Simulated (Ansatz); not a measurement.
Reference: CdF2 (Fm-3m), PBEsol, rigid bands (plane waves, PAW, scalar-relativistic; Ansatz, an electronic-structure program); axes and stresses refer to this cell.

```yaml
crystal:
  lattice:
    - [0.00000, 2.69199, 2.69199]
    - [2.69199, 0.00000, 2.69199]
    - [2.69199, 2.69199, 0.00000]
  atoms:
    - { symbol: Cd, position: [0.00000, 0.00000, 0.00000] }
    - { symbol: F, position: [0.25000, 0.25000, 0.25000] }
    - { symbol: F, position: [0.75000, 0.75000, 0.75000] }
```

The electron conductivity mass comes out as 0.38 mₑ. The Seebeck coefficient, n-type 1e19 cm⁻³ is -181 μV/K and the Seebeck coefficient, p-type 1e19 cm⁻³ comes out as 603 μV/K.

Question: Change: functional r2SCAN on the same cell. What happens to electron conductivity mass, Seebeck coefficient, n-type 1e19 cm⁻³, Seebeck coefficient, p-type 1e19 cm⁻³?

Answer: electron conductivity mass rises to 0.41 mₑ; Seebeck coefficient, n-type 1e19 cm⁻³ rises in size to -189 μV/K; Seebeck coefficient, p-type 1e19 cm⁻³ moves little, to 602 μV/K.

Masses are for dilute carriers at 300 K, harmonic means over directions unless an axis is named. Seebeck coefficients are for the stated density at 300 K, with one relaxation time for all states and whether or not that doping can be reached. Spin-orbit coupling is left out unless a row names it. 

Formula and space group known from diffraction (Crystallography Open Database), not checked to be the room-temperature form: CdF2 (Fm-3m).
